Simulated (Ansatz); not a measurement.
## Carrier properties of GaP under load (space group I-4m2)

```xyz
2
Lattice="0.0000 2.7390 2.7015 2.7390 0.0000 2.7015 2.7390 2.7390 0.0000" Properties=species:S:1:pos:R:3 pbc="T T T"
Ga     0.0000     0.0000     0.0000
P      1.3695     1.3695     1.3508
```

All values below come from PBEsol with spin-orbit coupling, rigid bands (plane waves, PAW; Ansatz, a quantum-chemistry and plane-wave program). Condition of this run: biaxial stress xx = yy = -1 GPa (compression positive) (the target of the relaxation). How the cell was made: cell and atoms relaxed with PBEsol, then loaded as said.

```yaml
band_gap: 1.32 eV
electron conductivity mass (300 K, dilute): 0.25 (x), 0.25 (y), 1.16 (z) mₑ
hole conductivity mass (300 K, dilute): 0.46 (x), 0.46 (y), 0.39 (z) mₑ
effective density of states N_c (300 K): 1.3e19 cm⁻³
effective density of states N_v (300 K): 9.0e18 cm⁻³
density_of_states_mass_electrons: 0.64 mₑ
density_of_states_mass_holes: 0.50 mₑ
Seebeck coefficient, n-type 1e19 cm⁻³, 300 K: -258 μV/K
Seebeck coefficient, p-type 1e19 cm⁻³, 300 K: 287 μV/K
best p-type power factor at 300 K for τ = 10 fs (best axis; densities from 1e16 to 1e21 cm⁻³ tried, whether or not they can be reached): 14.1 μW/(cm·K²) at 3e20 cm⁻³
```

Rigid bands; masses and Seebeck coefficients take one relaxation time τ for all states and one kind of carrier; polarons and phonon drag are left out.
